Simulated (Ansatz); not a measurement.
Data:

End structure of the (0001) surface of hcp Os in its 1x1 cell, outermost plane spacing 2.17 Å in the ideal cut:

```yaml
crystal:
  lattice:
    - [2.75423, 0.00000, 0.00000]
    - [-1.37712, 2.38523, 0.00000]
    - [0.00000, 0.00000, 31.50000]
  atoms:
    - { symbol: Os, position: [0.66667, 0.33333, 0.26070] }
    - { symbol: Os, position: [0.33333, 0.66667, 0.32717] }
    - { symbol: Os, position: [0.66667, 0.33333, 0.39628] }
    - { symbol: Os, position: [0.33333, 0.66667, 0.46569] }
    - { symbol: Os, position: [0.66667, 0.33333, 0.53431] }
    - { symbol: Os, position: [0.33333, 0.66667, 0.60372] }
    - { symbol: Os, position: [0.66667, 0.33333, 0.67283] }
    - { symbol: Os, position: [0.33333, 0.66667, 0.73930] }
```

Model: 8-atom slab, 15.2 Å thick at the start, 16x16x1 mesh, Fermi-Dirac 0.1 eV, dipole correction, all atoms relaxed; symmetry of the start imposed; no spin, no spin-orbit, no U.

### Question
Predict the work function of the top face from PBE (Ansatz, a first-principles code).

### Answer
5.28 eV

### Question
What is the computed surface energy (mean of both faces) (PBE)?

### Answer
3.00 J/m²
